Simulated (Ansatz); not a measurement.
**MoPt2 (Immm, No. 71)**

These are PBEsol-D3(BJ) in Ansatz (PAW) values and carry that method's errors.

Numerical settings: plane-wave cutoff 520 eV, 24×24×24 k mesh, Fermi–Dirac smearing 0.05 eV, no spin polarisation, scalar-relativistic PAW data made under PBE.

Cell: relaxed at this level.

```
Item                                                Value
------------------------------------------  -------------
volume per atom                             14.48 Å³/atom
bulk modulus                                      330 GPa
band gap                                             none
pressure derivative B′ of the bulk modulus            4.9
```

Note: the relaxation could not lower the start's symmetry, so the cell can be a saddle point above a distorted one; the bulk modulus comes from volumes at which shape and atoms were relaxed.

Spin–orbit coupling is not included.

Static lattice: no zero-point or thermal effects.

The result took very roughly 70 core-minutes.

Ansatz is a program for electronic structure.
